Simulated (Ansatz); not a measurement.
## Effect of pressure 15 GPa on CsI

The reference is CsI in the CsCl type structure (space group Pm-3m, No. 221; a = 4.667 Å).

It is then changed as follows: cell and atoms relaxed at a pressure of 15 GPa.

Method: PBE, PAW, 420 eV (Ansatz, a program for electronic structure; without spin-orbit coupling). Settings: 7×7×7 k-points, 0.05 eV Fermi–Dirac smearing.

| quantity | base | changed | shift |
|---|---|---|---|
| volume per atom | 50.82 Å³ | 31.84 Å³ | -18.98 Å³ |
| density | 4.24 g/cm³ | 6.78 g/cm³ | +2.531 g/cm³ |
| lattice parameter a | 8.819 bohr | 7.546 bohr | -1.273 bohr |
| shortest interatomic distance | 7.638 bohr | 6.535 bohr | -1.1024 bohr |
| band gap | 3.69 eV | 3.03 eV | -0.66 eV |
| gap character | indirect, M → Γ | direct at Γ | – |
| width of the top valence band | 1.15 eV | 2.84 eV | +1.69 eV |
| electron mass (degenerate bands, along [100]) | – | 0.22, 1.2 mₑ (at Γ) | – |
| hole mass (degenerate bands, along [100]) | – | 0.21, 1.3, 1.3 mₑ (at Γ) | – |
| valley order (the lowest conduction-band minima on the path, energy above the VBM, named in the base's zone) | Γ 3.69 eV; M along ⟨110⟩ 4.26 eV | Γ 3.03 eV; M along ⟨110⟩ 3.87 eV | – |

Cost of the whole job for the changed cell (relaxation, final SCF and bands): around 12 core-seconds (rough).

Spin-orbit coupling, missing from the scalar runs, can matter with I. Load acts through the strain it causes; cell and atoms are relaxed under it. Masses are band curvatures over ±0.01 Å⁻¹ around the edge. No phonon test of stability was made. No other phases were tried under pressure.
